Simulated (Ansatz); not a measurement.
GaP: response to strain

The parent structure is GaP in the zinc blende structure (space group F-43m, No. 216; a = 5.4514 Å). Axes: x, y, z lie along the cube axes.

Strains are applied to the cell and any free atomic positions relax; under biaxial strain the out-of-plane vector relaxes too.

The values are results of DFT with r2SCAN, PAW potentials and a 500 eV plane-wave cutoff in Ansatz (a first-principles code), no spin-orbit coupling, not measurements.

Candidates:
(a) biaxial strain +1.56 %, plane normal [110], relaxed out of plane
(b) biaxial strain +0.43 %, plane normal [001], relaxed out of plane
(c) isotropic strain −1.18 %

Base values:

```
Item                   Value
-------------------  -------
Smallest direct gap  2.36 eV
```

Q: Order them by smallest direct gap, highest first.

A: (c) isotropic strain −1.18 % (2.68 eV), (b) biaxial strain +0.43 %, plane normal [001], relaxed out of plane (2.29 eV), (a) biaxial strain +1.56 %, plane normal [110], relaxed out of plane (2.02 eV)

A biaxial case was relaxed in a doubled cell and then solved in the primitive one. No phonon test of stability was made.
